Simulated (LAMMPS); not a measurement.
MD of TiO2 (anatase) at zero pressure, 600 atoms, as a liquid; each row is its own run.

All values are model results, not measurements: classical MD, Buckingham potential of Matsui and Akaogi, Mol. Simul. 6, 239 (1991), as tabulated by Reinhardt, J. Chem. Phys. 151, 064505 (2019), used with rigid ions (no shells), PPPM sums, short-range terms cut at 10 Å, modified for these runs by an r^-4 repulsive force inside the short-range force's maximum (LAMMPS).

```
T (K)  D(O) (cm²/s)
-----  ------------
1890        7.68e-6
2100        1.22e-5
2310        2.33e-5
2620        4.54e-5
2940        6.22e-5
3360       0.000102
```

Question: Fit an Arrhenius law, ln y = a + b / x, to these rows (x is the first column, y the second) and predict the run at x = 2730.

Answer: Least squares gives a = -5.7530 and b = -11440. The slope times kB gives an activation energy of 0.99 eV. At x = 2730 the fit predicts 4.80e-5 cm²/s. The run itself gave (5.0 ± 0.1) × 10^-5 cm²/s, so the fit is 4.4 % low.

Caution (row 1890): enthalpy drifts during the constant-pressure average: a transition or slow ageing; fluctuation values are void.

Caution: a run this short can hold a crystal over, or a liquid under, the potential's own melting point, which these runs don't give.

Errors of D are the spread over four groups of atoms in one short run; a floor of about 5 %, a picked value, is safer.
